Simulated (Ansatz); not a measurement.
# TiAl2: pressure series

Base system: TiAl$_{2}$ (space group I4_1/amd, No. 141; a = 3.935 Å, c = 24.112 Å; a cell from a computed database, its experimental status unchecked).

Cell and atoms are relaxed at each pressure.

Method: Ansatz (a first-principles code), PBEsol, PAW, cutoff 420 eV, no SOC.

```csv
P (GPa),V (Å³/atom)
-1.99,15.839
-0.99,15.694
0.30,15.516
0.70,15.463
1.50,15.360
2.99,15.175
4.99,14.945
7.49,14.679
9.99,14.433
```

A third-order Birch–Murnaghan fit to these points gives V₀ = 15.56 Å³/atom, B₀ = 115 GPa and B₀′ = 4.0. At pressure 10 GPa the volume is 92.8 % of V₀.

Load acts through the strain it causes; cell and atoms are relaxed under it. Whether these cells are dynamically stable was not tested. Competing high-pressure phases were not computed. The final runs are not spin-polarised.
